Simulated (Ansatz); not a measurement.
Carrier doping in hypothetical P4_2/mnm GaAs

Take GaAs (space group P4_2/mnm, No. 136; a hypothetical phase, not in the database extracts checked) as the base.

```
CELL_PARAMETERS angstrom
      7.02473     0.00000     0.00000
      0.00000     7.02473     0.00000
      0.00000     0.00000     4.06160
ATOMIC_POSITIONS crystal
  Ga 0.32394 0.67606 0.00000
  Ga 0.67606 0.32394 0.00000
  Ga 0.82394 0.82394 0.50000
  Ga 0.17606 0.17606 0.50000
  As 0.31823 0.31823 0.00000
  As 0.68177 0.68177 0.00000
  As 0.18177 0.81823 0.50000
  As 0.81823 0.18177 0.50000
```

Carriers are added at fixed cell with a uniform background; the Fermi–Dirac width is that of 300 K.

Computed with Ansatz (a quantum-chemistry and plane-wave program) PBE, spin-orbit coupling left out.

Notes on the quantities. Fermi level from band edge: Fermi level relative to the doped band's edge (positive inside the band; to 0.05 eV).

```csv
change,Fermi level from band edge,largest internal atomic displacement,gap between the host's bands
undoped,–,–,0.21 eV
electrons 2.0×10^21 cm⁻³,+1.10 eV,0.011 Å,0.22 eV
electrons 5.0×10^21 cm⁻³,+1.25 eV,0.023 Å,0.22 eV
electrons 7.0×10^21 cm⁻³,+1.40 eV,0.033 Å,0.22 eV
holes 2.0×10^21 cm⁻³,+0.40 eV,–,0.22 eV
holes 5.0×10^21 cm⁻³,+0.70 eV,0.014 Å,0.24 eV
holes 7.0×10^21 cm⁻³,+0.80 eV,0.021 Å,0.25 eV
```

Charged cell with a jellium background: band edges are those of the host's band count, energies are not comparable with the neutral cell, and many-body gap narrowing is missing. Whether these cells are dynamically stable was not tested. The zero or small gap of GaAs can change with the level of theory.
